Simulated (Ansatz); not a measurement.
**MoSe2: Mo → B**

Consider MoSe2 in the 2H-MoS2 type structure (space group P6_3/mmc, No. 194; a = 3.277 Å, c = 12.731 Å; layered, stacked along the Cartesian z axis).

Modification: every Mo is replaced by B; the structure is relaxed again.

Computed with Ansatz (a quantum-chemistry and plane-wave program), PBE-D3(BJ), PAW, cutoff 420 eV, no SOC, earlier PAW set. Settings: 17×17×5 k-points, 0.05 eV Fermi–Dirac smearing, for the changed cell.

```
quantity                                     base             changed         shift
-----------------------------  ------------------  ------------------  ------------
volume per atom                          19.73 Å³            15.71 Å³      -4.02 Å³
density                                7.12 g/cm³          5.95 g/cm³  -1.176 g/cm³
lattice parameter a                      327.7 pm            320.7 pm       -7.0 pm
c/a ratio                                   3.885               3.301        -0.584
space group                    P6_3/mmc (No. 194)  P6_3/mmc (No. 194)             –
shortest interatomic distance            252.6 pm            231.5 pm      -21.1 pm
band gap                                  0.74 eV                zero             –
```

Cost of the whole job for the changed cell (relaxation, final SCF and bands): roughly 9 core-minutes.

Whether these cells are dynamically stable was not tested. As relaxed here, BSe2 is a hypothetical phase, not in the database extracts checked. The final runs are not spin-polarised.
